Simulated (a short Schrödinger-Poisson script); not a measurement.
Stack: MOS inversion layer, SiO2 on p-type Ge(111), at 400 K.

```tsv
layer	material	thickness (nm)	Na (cm⁻³)
1	SiO2	2.5	-
2	Ge	210	3.7e18
```

Constants are typed, rounded textbook-type inputs, not results; the design itself was drawn at random and stands for no fabricated device. SiO2: permittivity 3.9, conduction-band edge (eV) 3.1, gap (eV) 9, electron mass (mₑ) 0.5. Ge: permittivity 16, conduction-band edge (eV) 0, gap (eV) 0.664, Nv at 300 K (cm⁻³) 6e18.

Channel valleys (confinement mass, in-plane density-of-states mass, number): L1 1.59, 0.08, 1; L3 0.09, 0.34, 3. At the gate the conduction-band edge of layer 1 lies 3.29 eV − eVg above the Fermi level of the channel; the field vanishes at the back. Gaps are held at their typed values at every temperature. Mesh 0.03 nm at interfaces.

Solved with a short Schrödinger-Poisson script written for these runs: 1D Poisson equation in equilibrium, electrons quantum, Hartree (BenDaniel-Duke, 12 states a valley, the channel's in-plane mass for all, wave functions free to enter the dielectric), parabolic valleys, classical holes, full ionisation, no traps, pinning or gate leakage.

Q: List the lowest subbands of each valley and their electrons at Vg = 2.4 V.

A: 
| valley | subband | energy from the Fermi level (meV) | electrons (cm⁻²) | share (%) |
|---|---|---|---|---|
| L1 | 0 | -124.0 | 4.18e12 | 45.4 |
| L1 | 1 | -4.8 | 8.81e11 | 9.6 |
| L1 | 2 | 77.8 | 1.15e11 | 1.2 |
| L3 | 0 | 40.1 | 4.00e12 | 43.5 |
| L3 | 1 | 274.6 | 5.10e9 | 0.1 |
| L3 | 2 | 430.6 | 5.52e7 | 0.0 |

All electrons: 9.20e12 cm⁻². Only the L valleys are kept; under strong confinement the Δ valleys of Ge fill too.
